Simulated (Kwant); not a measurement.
Device: wire with a row of barriers in a GaAs two-dimensional gas. Effective mass 0.067 mₑ, grid spacing 3.3 nm, hard walls, nominal width 80 nm (25 grid rows, so walls 85.8 nm apart), one parabolic valley, scattering region 330 nm long along x; energies count from the band bottom; Fermi energy swept from 0.00070155 to 0.0083309 eV. 2 barrier(s) across the wire, height 0.052 eV, thickness 9.9 nm (about 3 grid columns), spaced by 39.6 nm.

Constants are typed, rounded textbook-type inputs, not results; the design itself was drawn at random and stands for no fabricated device.

Kwant, effective-mass tight-binding model on a square grid, one spin, coherent transport at 0 K. Conductance is in e²/h.

### Question
How many channels do the leads carry at E = 5.02, 5.74 meV?

### Answer
The hard-wall thresholds are n² ħ²π²/(2mW²) = n² × 0.762 meV with W = 85.8 nm. √(5.02/0.762) = 2.57, so 2. √(5.74/0.762) = 2.74, so 2.
